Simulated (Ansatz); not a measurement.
The starting structures come from a database of crystals and need not be the phases stable at ambient conditions.

**Evanescent states of MgSe$_{2}$ (Pa-3, not sure to be the ambient phase, 12 atoms a cell, 22.5 Å³ an atom) along the normal of (110)**

The numbers are results of r2SCAN (plane waves, PAW; Ansatz, a program for electronic structure), not measurements.

The gap is the functional's own, uncorrected, and κ follows it; spin-orbit coupling is left out. Mid-gap values are interpolated between the computed energies.

Energies count from the valence-band top; κ is the least over a 6×4 mesh across the current.

```json
[
 {"E (eV)": "0.06", "κ (1/Å)": "0.084", "where": "off Γ"},
 {"E (eV)": "0.17", "κ (1/Å)": "0.143", "where": "Γ"},
 {"E (eV)": "0.28", "κ (1/Å)": "0.180", "where": "Γ"},
 {"E (eV)": "0.39", "κ (1/Å)": "0.205", "where": "off Γ"},
 {"E (eV)": "0.49", "κ (1/Å)": "0.219", "where": "off Γ"},
 {"E (eV)": "0.60", "κ (1/Å)": "0.229", "where": "off Γ"},
 {"E (eV)": "0.71", "κ (1/Å)": "0.235", "where": "off Γ"},
 {"E (eV)": "0.82", "κ (1/Å)": "0.238", "where": "off Γ"},
 {"E (eV)": "0.94", "κ (1/Å)": "0.240", "where": "off Γ"},
 {"E (eV)": "1.04", "κ (1/Å)": "0.239", "where": "off Γ"},
 {"E (eV)": "1.16", "κ (1/Å)": "0.236", "where": "off Γ"},
 {"E (eV)": "1.26", "κ (1/Å)": "0.233", "where": "off Γ"},
 {"E (eV)": "1.38", "κ (1/Å)": "0.227", "where": "off Γ"},
 {"E (eV)": "1.49", "κ (1/Å)": "0.221", "where": "off Γ"},
 {"E (eV)": "1.59", "κ (1/Å)": "0.212", "where": "off Γ"},
 {"E (eV)": "1.71", "κ (1/Å)": "0.202", "where": "off Γ"},
 {"E (eV)": "1.81", "κ (1/Å)": "0.184", "where": "off Γ"},
 {"E (eV)": "1.93", "κ (1/Å)": "0.152", "where": "off Γ"},
 {"E (eV)": "2.04", "κ (1/Å)": "0.105", "where": "off Γ"}
]
```

How thick must the barrier be to attenuate the transmission by 10^8 when the electrodes' Fermi level lies at 1.38 eV, and what attenuation does that film give at 0.06 eV?

d = 8 ln 10 / (2 × 0.227) = 40.6 Å. At 0.06 eV it gives 8 × 0.084/0.227 = 3.0 decades.
